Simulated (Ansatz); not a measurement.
The starting structures come from a database of crystals and need not be the phases stable at ambient conditions.

Consider the following.

```
CELL_PARAMETERS angstrom
      4.57074     0.00000     0.00000
      0.00000     4.57074     0.00000
      2.28537     2.28537     3.23200
ATOMIC_POSITIONS crystal
  Mg 0.00000 0.00000 0.00000
  Te 0.25000 0.75000 0.50000
```

Space group of this cell: F-43m, zinc blende. The cell is taken as given.

All values below come from PBEsol (plane waves, PAW; Ansatz, a program for electronic structure).

The current runs along the normal of the first two printed vectors; no spin-orbit coupling. Scaled by the factor s: both lengths across the current (ions clamped). Meshes 10×10×10 and 8×8 across the current in all rows.

```json
[
 {"s": "0.98", "mean pressure (GPa)": "1.1", "band gap (eV)": "2.45"},
 {"s": "1.00", "mean pressure (GPa)": "-0.4", "band gap (eV)": "2.30"},
 {"s": "1.02", "mean pressure (GPa)": "-1.7", "band gap (eV)": "?"}
]
```

Q: Take the slope of the band gap against ln s from the two given rows, extrapolate to s = 1.02, and say what the run there gives.

A: Slope = (2.45 − 2.30) / ln 0.98 = -7.42 eV. The line gives 2.30 + (-7.42) × ln 1.02 = 2.15 eV. The run gives 2.10 eV, 0.05 eV under the line, 36 % of the predicted step.
